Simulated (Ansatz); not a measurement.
# Ansatz run on HfCd (P4mm, 4 atoms in the cell): self-consistent single point

Method: PBEsol, default PAW files made with PBE (plane waves; Ansatz, a quantum-chemistry and plane-wave program).

This input was run:

Ansatz 0.2 input:
```yaml
crystal:
  lattice:
    - [3.032024, 0.000000, 0.000000]
    - [0.000000, 3.032024, 0.000000]
    - [0.000000, 0.000000, 9.116648]
  atoms:
    - { symbol: Hf, position_ang: [0.000000, 1.516012, 8.087597] }
    - { symbol: Hf, position_ang: [1.516012, 0.000000, 1.079046] }
    - { symbol: Cd, position_ang: [0.000000, 1.516012, 3.441261] }
    - { symbol: Cd, position_ang: [1.516012, 0.000000, 5.675387] }
basis:
  ecutwfc: 420.0
kpoints:
  mp_grid: { grid: [11, 11, 4] }
hamiltonian:
  xc: pbesol
  pseudopotentials: { kind: paw }
scf:
  occupations: { method: fermi_dirac, width: 0.1 }
output:
  forces: true
  eigenvalues: true
  stress: true
```

Output, abridged:

```
WARN ansatz: RAYON_NUM_THREADS=1 ignored (pool sized by the plan → 1); use --threads N
Pseudopotentials: kind: paw
Pseudopotential: Hf, paw, valence charge 26
Pseudopotential: Cd, paw, valence charge 20
Crystal: 4 atoms, lattice volume = 83.811 Å³
Basis set: ecut = 420 eV, 1599 PW (Γ), exchange–correlation on 48×48×128 points (8 copies of the dense FFT grid, shifted against one another)
Bands: 56, of which v1, the nominal top of the filled ones, is band 46 counted from 1 (45 counted from 0)
Symmetry: 8 space group operations
Space group: P4mm (ITA 99), of the structure as read, at distance tolerance 4.4e-5 Å
k-points: 63 of 484 (time reversal used)
PAW frozen core: Hf, regenerated for the run's functional, and the local potential with it
PAW frozen core: Cd, regenerated for the run's functional, and the local potential with it
Initial density: superposition of atomic densities (neutral atoms: chi_scale 0, normalization atom), corrected by the library's trained network
Initial wavefunctions: pseudopotential atomic-orbital guess
Eigensolver: davidson
Functional: x = pbesol(κ = 0.804, μ = 0.12345679012345678), c = pbesol(β = 0.046)
SCF iter   1: F=—  HF=-47564.635141 eV  |F-HF|=—  |Δ(HF+E_count)|=         —  Δρ=7.29e-3  dr2=5.64e-2  ethr=1.77e-3  ⟨swp⟩=5.7  Hψ=11008  notcnv=0  defer=17
all-band conjugate gradients solve this SCF's bands
preconditioner: auto → Kerker (q_TF=auto, 2.771 Å⁻¹)
SCF iter   2: F=—  HF=-47564.625648 eV  |F-HF|=—  |Δ(HF+E_count)|=   9.49e-3  Δρ=3.10e-3  dr2=1.26e-2  ethr=6.13e-5  ⟨swp⟩=2.0  Hψ=4713  notcnv=0  defer=19
SCF iter   3: F=—  HF=-47564.623948 eV  |F-HF|=—  |Δ(HF+E_count)|=   1.70e-3  Δρ=1.18e-3  dr2=1.88e-3  ethr=1.37e-5  ⟨swp⟩=2.0  Hψ=3823  notcnv=0  defer=19
SCF iter   4: F=—  HF=-47564.623894 eV  |F-HF|=—  |Δ(HF+E_count)|=   5.42e-5  Δρ=4.12e-4  dr2=1.29e-4  ethr=2.04e-6  ⟨swp⟩=2.0  Hψ=5377  notcnv=0  defer=19
SCF iter   5: F=—  HF=-47564.623713 eV  |F-HF|=—  |Δ(HF+E_count)|=   1.81e-4  Δρ=1.86e-4  dr2=3.18e-5  ethr=1.40e-7  ⟨swp⟩=3.0  Hψ=6068  notcnv=0  defer=19
SCF iter   6: F=—  HF=-47564.623676 eV  |F-HF|=—  |Δ(HF+E_count)|=   3.66e-5  Δρ=5.21e-5  dr2=2.99e-6  ethr=3.45e-8  ⟨swp⟩=2.0  Hψ=4599  notcnv=0  defer=19
SCF iter   7: F=—  HF=-47564.623675 eV  |F-HF|=—  |Δ(HF+E_count)|=   6.68e-7  Δρ=1.11e-5  dr2=1.83e-7  ethr=3.25e-9  ⟨swp⟩=2.0  Hψ=5624  notcnv=0  defer=19
SCF iter   8: F=—  HF=-47564.623675 eV  |F-HF|=—  |Δ(HF+E_count)|=   7.39e-8  Δρ=7.64e-6  dr2=1.35e-7  ethr=1.09e-10  ⟨swp⟩=9.3  Hψ=15650  notcnv=0
SCF iter   9: F=-47564.623675 eV  HF=-47564.623675 eV  |F-HF|=3.33e-8  |Δ(HF+E_count)|=   6.89e-8  Δρ=3.15e-6  dr2=2.84e-8  ethr=1.09e-10  ⟨swp⟩=5.0  Hψ=11719  notcnv=0
SCF 1 converged in 9 iterations: F = -47564.623675 eV  dr2 = 2.84e-8
SCF converged after 9 iterations
Free energy (F): -47564.623675 eV
Harris-Foulkes:  -47564.623675 eV  (|F-HF|=3.33e-8)
Internal energy: -47564.548939 eV  (E = F + TS)
E sigma→0 (E₀):  -47564.586307 eV
Entropy (-TS):   -0.074737 eV (-18.684 meV/atom)
Fermi energy:    17.947855 eV
--- Per-component energies (eV) ---
  E_band       = -666.740380
  E_kinetic    = 1861.503238
  E_local      = -16440.293160  (includes V_loc(G=0)·N_el)
  E_nonlocal   = -2407.743141
  E_hartree    = 7766.898963
  E_xc         = -949.176398
  E_vxc        = -977.698961  (∫ρ·V_xc dr)
  E_paw        = -21638.930671  (= ΣΔE_a)
  E_vpaw       = 1763.706661  (= ΣTr[D̂ρ^β])
  E_aug_tail   = 0.000021  (compensation charges beyond the density's cutoff)
  E_ewald      = -15759.993892
  E_core_change = 3.186103  (= ΣΔE_core)
  E_smearing   = -0.074737  (= −TS)
  E_closure    = -0.000000  (closes the sum)
  Σ components = -47564.623675   (vs F -47564.623675, Δ=0.00e0)
--- Forces (eV/Å), atoms counted from 1 ---
  atom   1  Hf     0.00000000     0.00000000    -0.57320736
  atom   2  Hf     0.00000000     0.00000000     0.44188294
  atom   3  Cd    -0.00000000     0.00000000     0.01760231
  atom   4  Cd     0.00000000     0.00000000     0.11375384
  max |Σ_I F_I| component: 3.17e-5 eV/Å
--- Stress (GPa, compression-positive) ---
       -0.221161       0.000000       0.000000
        0.000000      -0.221161       0.000000
        0.000000       0.000000      -0.825393
  P = ⅓ Tr σ = -0.4226 GPa (-4.226 kbar)
  The stress holds the Pulay correction. Without it, at fixed plane waves, as pw.x and ABINIT print it: P = -0.4644 GPa
--- Band table (eV; the first three rows and the last of 63) ---
  k-point 0: bands = ["-84.7039", "-84.6842", "-45.7696", "-45.7688", "-45.7688", "-45.7486", "-45.7486", "-45.7402", "-43.8162", "-43.7351", "-12.7942", "-12.2784", "-12.2784", "-12.2031", "-12.0428", "-12.0428", "6.2201", "6.2451", "6.2451", [...]
  k-point 1: bands = ["-84.7039", "-84.6842", "-45.7696", "-45.7688", "-45.7688", "-45.7486", "-45.7486", "-45.7402", "-43.8162", "-43.7351", "-12.7942", "-12.2784", "-12.2784", "-12.2031", "-12.0428", "-12.0428", "6.2201", "6.2451", "6.2451", [...]
  k-point 2: bands = ["-84.7039", "-84.6842", "-45.7696", "-45.7688", "-45.7688", "-45.7486", "-45.7486", "-45.7402", "-43.8162", "-43.7351", "-12.7942", "-12.2784", "-12.2784", "-12.2031", "-12.0428", "-12.0428", "6.2202", "6.2451", "6.2451", [...]
  k-point 62: bands = ["-84.7008", "-84.6813", "-45.7953", "-45.7952", "-45.7739", "-45.7736", "-45.7606", "-45.7401", "-43.7137", "-43.6961", "-12.9063", "-12.9043", "-12.5487", "-12.5286", "-12.3599", "-12.3344", "6.2386", "6.2392", "6.2483", [...]
```

The run converged in 9 iterations.

The starting cell comes from a database of computed structures (which also holds hypothetical and non-ambient phases and stackings), without a prior relaxation at this level. Its lattice was rescaled by up to half a per cent. One atom was moved a little off its site on purpose. Spin-orbit coupling is off. Ansatz's pressure includes its estimate of the finite-basis (Pulay) stress.

Cost on one core of a shared machine: roughly 30 s.
